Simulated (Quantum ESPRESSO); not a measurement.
Quantum ESPRESSO is run on CuSeO4 (Cmcm, 12 atoms in the cell), and the run fails. The aim is a self-consistent single point with DFT, LDA (PZ), plane waves, PSlibrary PAW (LDA) pseudopotentials.

Cell that was meant: a = 4.8346 Å, b = 4.8346 Å, c = 6.5667 Å, α = 90.00°, β = 90.00°, γ = 110.27°.

Part of the input:

```fortran
/
&electrons
 conv_thr = 1.0d-9,
 electron_maxstep = 3,
 mixing_beta = 0.3,
/
ATOMIC_SPECIES
```

The program printed (abridged):

```
     Self-consistent Calculation

     iteration #  1     ecut=    55.00 Ry     beta= 0.30

---- Real-time Memory Report at c_bands before calling an iterative solver
           451 MiB given to the printing process from OS
           248 MiB allocation reported by mallinfo(arena+hblkhd)
------------------

     total energy              =   -1105.83278201 Ry
     estimated scf accuracy    <       3.79685398 Ry

     total magnetization       =     1.77 Bohr mag/cell
     absolute magnetization    =     1.78 Bohr mag/cell

     iteration #  2     ecut=    55.00 Ry     beta= 0.30

   [... lines left out ...]
     absolute magnetization    =     1.22 Bohr mag/cell

     iteration #  3     ecut=    55.00 Ry     beta= 0.30

---- Real-time Memory Report at c_bands before calling an iterative solver
           642 MiB given to the printing process from OS
           305 MiB allocation reported by mallinfo(arena+hblkhd)
------------------

     total energy              =   -1106.79035045 Ry
     estimated scf accuracy    <       0.25214887 Ry

     total magnetization       =     1.41 Bohr mag/cell
     absolute magnetization    =     1.44 Bohr mag/cell
     End of self-consistent calculation

     convergence NOT achieved after   3 iterations: stopping

   JOB DONE.
```

What caused this, and what should be changed?

The fault is an iteration limit that is too low. The loop is cut before its threshold is met, so whatever is printed at the end is not self-consistent. To fix it, raise the limit, or leave it to the default. The run ended unconverged after 3 iterations.

The sound input it was made from differs as follows (other fixes are possible):
```diff
- electron_maxstep = 3,
```

With that input, the run converged in 21 iterations: free energy E − TS -15058.7067 eV; Fermi level (on the code's own zero) 5.32 eV; pressure 0.76 GPa; largest force (vector length) 1.327 eV/Å; size of the cell's spin moment 1.06 μB (DFT, LDA (PZ), plane waves, PSlibrary PAW (LDA) pseudopotentials).

On the sound input: the starting cell comes from a database of computed structures (which also holds hypothetical and non-ambient phases and stackings), without a prior relaxation at this level. The magnetic order is the one reached from the typed start; others were not searched systematically. Forces in this geometry exceed 1 eV/Å. The run gives no clean gap (levels at the Fermi energy touch, overlap or are partly filled at this smearing), which alone does not show that the compound is a metal.
